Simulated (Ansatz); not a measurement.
Nb2CS, response to strain

The reference is Nb$_{2}$CS (space group P6_3/mmc, No. 194; a = 3.268 Å, c = 11.563 Å; a cell from a computed database, its experimental status unchecked). Axes: x lies along a and z along c of the hexagonal cell.

Strains are applied to the cell and any free atomic positions relax; under stress the whole cell relaxes.

The values are results of Ansatz (a quantum-chemistry and plane-wave program), PBEsol, PAW, cutoff 420 eV, spin-orbit coupling left out, not measurements.

Notes on the quantities. energy relative to the base: free energy F.

```csv
change,energy relative to the base,shortest interatomic distance
base,0 meV/atom,2.190 Å
uniaxial strain ε_xx = +1.39 %,+2.7 meV/atom,2.190 Å
uniaxial strain ε_yy = −4.26 %,+28 meV/atom,2.143 Å
"uniaxial stress, 2 GPa compression along x",[?],[?]
```

Question: What belongs in the blanks?

Answer: 
- uniaxial stress, 2 GPa compression along x, energy relative to the base: +0.6 meV/atom
- uniaxial stress, 2 GPa compression along x, shortest interatomic distance: 2.185 Å

Without a gap, meshes like the base's 16×16×4 leave anisotropic stresses uncertain by several tenths of a GPa, and small strain energies with them. Beyond what the load breaks, stability against distortions was not tested. All final runs are without spin polarisation.
